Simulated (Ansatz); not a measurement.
Take Fe in the bcc (W type) structure (space group Im-3m, No. 229; a = 2.865 Å; ferromagnetic) as the base.

Computed with r2SCAN (Ansatz, an electronic-structure program), scalar-relativistic without spin-orbit coupling, earlier PAW set.

For the base:

| Quantity | Result |
|---|---|
| Magnetic state | ferromagnetic |
| Density | 7.89 g/cm³ |

One thing is altered: every Fe is replaced by Cr; the structure is relaxed again.

Tabulated Pauling electronegativity and covalent radius: Fe 1.83, 1.32 Å; Cr 1.66, 1.39 Å.

Question: What happens to the magnetic state?

Answer: The magnetic state goes from ferromagnetic to non-magnetic.

Question: Predict the new density.

Answer: The density decreases by 0.28 g/cm³ (7.89 g/cm³ → 7.61 g/cm³).

The magnetic state is the one reached from the starting moments; the real material's order can differ, and small cells can't hold many antiferromagnetic ones. No phonon test of stability was made. Starting moments died away, wholly or in part, for Fe → Cr; another magnetic solution may exist. Spin-polarised in the final run: base; the other runs are not. Real Cr is antiferromagnetic at low temperature and ambient pressure, an order that this cell doesn't hold.
